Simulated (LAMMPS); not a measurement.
Molecular dynamics of ZrO2 (fluorite) with 30 % of Zr sites Yb, with oxygen vacancies for neutrality, 730 atoms, at 1000 K and 0 GPa, heated as the crystal.

All values are model results, not measurements: classical MD, Buckingham potential of Lewis and Catlow, J. Phys. C 18, 1149 (1985), first set, used with rigid ions (no shells), PPPM sums, short-range terms cut at 10 Å, modified for these runs by an r^-4 repulsive force inside the short-range force's maximum (LAMMPS).

| Quantity | Result |
|---|---|
| state found | crystal with O moved off the starting sites; no diffusion seen in 100 ps |
| density | 6.9496 ± 0.0007 g/cm³ |
| volume per atom | 12.162 ± 0.001 Å³/atom |
| enthalpy per atom | -34.1872 ± 0.0006 eV/atom |
| first peak of g(r), O-Zr | 2.12 Å, height 6.9 |
| first peak of g(r), O-Yb | 2.26 Å, height 5.0 |
| coordination number of O by Yb | 1.19 (counted to 3.30 Å) |
| coordination number of Yb by O | 7.40 (counted to 3.30 Å) |
| most common O-Zr-O angle | at the 3° bin centred on 70.5°, after smoothing over three bins (mean of all 102°) |
| most common Zr-O-Zr angle | at the 3° bin centred on 109.5°, after smoothing over three bins (mean of all 111°) |
| most common Yb-O-Zr angle | at the 3° bin centred on 106.5°, after smoothing over three bins (mean of all 107°) |
| mean frequency of the vibrational (phonon) density of states | 12.6 THz |
| cost | very roughly 25 core-minutes |

Potential: Lewis and Catlow, J. Phys. C 18, 1149 (1985), first set; O-O C6 of 27.879 eV Å6 from the Catlow library, as the file leaves it open.

Caution: the potential ionic pair potential lewis1985a is fitted to static crystal properties with a polarisable anion, which is rigid here. Caution: the random arrangement on this lattice is imposed, and need not be a phase that exists in equilibrium. Caution: a run this short can hold a crystal over, or a liquid under, the potential's own melting point, which these runs don't give.

States go by the mean squared displacement: a species diffuses where it passes 1.5 Å², still rises and gives D over 1e-6 cm²/s; a crystal has left its structure where atoms lie 0.35 Å off their sites on average or a cubic box changes its shape by 3 %, or the axial ratios of another lie 8 % off the starting cell's, which the potential's own relaxation can also do.

The ± values are statistical; the model's systematic error is not in them.
